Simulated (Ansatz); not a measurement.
## Hypothetical CsCl type SiGe, response to strain

Base system: SiGe in the CsCl type structure (space group Pm-3m, No. 221; a = 3.245 Å; a hypothetical phase, not in the database extracts checked; relaxed with 0.1 eV smearing).

Strains are applied to the cell and any free atomic positions relax.

Calculations: PBE (Ansatz, a program for electronic structure, PAW, scalar-relativistic without spin-orbit coupling).

Notes on the quantities. energy relative to the base: free energy F.

| isotropic strain (%) | energy relative to the base (meV/atom) |
|---|---|
| -1.71 | 11.0 |
| -0.94 | ? |
| 0 | 0.0 |
| 1.79 | 10.6 |
| 3.4 | 36.1 |
| 5.61 | 91.1 |

Problem. Fit ΔE = Aε² + Bε³ (ε in %) to the rows shown and predict the withheld row.

Solution. Least squares on the printed values gives A = 3.51 and B = -0.11 meV/atom (largest residual 0.2 meV/atom); this predicts 3.2 meV/atom, and the run gives 3.2 meV/atom, in agreement.

No phonon test of stability was made. The final runs are not spin-polarised.
